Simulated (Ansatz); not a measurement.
Functionals compared on the (331) surface of bcc W in its 1x1 cell, outermost plane spacing 0.37 Å in the ideal cut, in Ansatz (plane waves, PAW). The structure was relaxed with PBE; the other rows are single points on it, each with its references at the same level. Cutoff 420 eV (500 eV for r2SCAN).

Slab: 29 atoms, 10.2 Å thick at the start (thin: gaps and levels are the slab's own); k 9x4x1, smearing 0.1 eV, dipole-corrected; all atoms relaxed; held to the part of the start's symmetry that mesh and held atoms allow; no spin, no spin-orbit, no U. These notes are the PBE run's.

```
functional  surface energy (J/m²)  work function of the top face (eV)         rough cost of the single point
----------  ---------------------  ----------------------------------  -------------------------------------
PBE                          3.51                                4.43                                      –
LDA                          3.89                                4.71  about 8 core-minutes (a rough figure)
PBEsol                       3.83                                4.53         around 10 core-minutes (rough)
RPBE                            ?                                   ?         around 11 core-minutes (rough)
r2SCAN                       3.80                                4.47         around 22 core-minutes (rough)
```

**Question.** Complete the blanks.

**Answer.** 
- RPBE, surface energy (J/m²): 3.33
- RPBE, work function of the top face (eV): 4.30

Ansatz is a program for electronic structure.
